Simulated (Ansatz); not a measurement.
The starting structures come from a database of crystals and need not be the phases stable at ambient conditions.

 Where the default PAW files enter, the runs use the earlier of Ansatz's two default sets.

```
MgSe
1.0
    4.22147     0.00000     0.00000
    0.00000     6.81672     0.00000
    2.11074     0.00000     3.65590
Mg Se
2 2
Cartesian
  4.22147   3.41988   2.43727
  2.11073   0.01152   1.21863
  4.22147   0.84057   2.43727
  2.11073   4.24893   1.21863
```

Space group of this cell: P6_3mc, wurtzite. The cell is taken as given.

The numbers are results of r2SCAN (plane waves, PAW; Ansatz, a first-principles code), not measurements.

The current runs along the normal of the first two printed vectors; no spin-orbit coupling. Scaled by the factor s: both lengths across the current (ions clamped). Meshes 8×6×8 and 8×6 across the current in all rows.

```tsv
s	mean pressure (GPa)	band gap (eV)
0.98	2.2	3.53
1.00	0.0	3.36
1.02	-1.8	?
```

Task: Take the slope of the band gap against ln s from the two given rows, extrapolate to s = 1.02, and say what the run there gives.

Result: Slope = (3.53 − 3.36) / ln 0.98 = -8.41 eV. The line gives 3.36 + (-8.41) × ln 1.02 = 3.19 eV. The run gives 3.19 eV, as the line does.
